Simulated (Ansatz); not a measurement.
**RuP (model structure, started from the CsCl type, Pm-3m, No. 221, 2 atoms in the cell)**

Calculation: LDA (plane waves, PAW; Ansatz, an electronic-structure program).

Settings: plane-wave cutoff 520 eV, 20×20×20 k mesh, Fermi–Dirac smearing 0.05 eV, no spin polarisation, scalar-relativistic PAW data made under PBE.

Cell (relaxed at this level):

```cif
data_PRu
_chemical_formula_sum 'Ru1 P1'
_space_group_name_H-M_alt 'P 1'
_space_group_IT_number 1
_cell_length_a 2.90190
_cell_length_b 2.90190
_cell_length_c 2.90190
_cell_angle_alpha 90.000
_cell_angle_beta 90.000
_cell_angle_gamma 90.000
loop_
_space_group_symop_operation_xyz
  'x, y, z'
loop_
_atom_site_label
_atom_site_type_symbol
_atom_site_fract_x
_atom_site_fract_y
_atom_site_fract_z
_atom_site_occupancy
Ru1 Ru 0.00000 0.00000 0.00000 1
P1 P 0.50000 0.50000 0.50000 1
```

For RuP (model structure, started from the CsCl type, Pm-3m, No. 221, 2 atoms in the cell), the bulk modulus is 278 GPa.

Note: the run has no spin polarisation, so it can have missed a magnetic state; the bulk modulus is −V dP/dV from two relaxed cells at ±2 % in volume; the relaxation could raise the start's symmetry but not lower it, so the cell can be a saddle point.

Computed values are for the static lattice.

Computing time: about 19 core-seconds (a rough figure).

A model structure was made by putting elements into a prototype or built by hand; it is no filed structure, need not be a known phase, and can be a saddle point held by its symmetry.
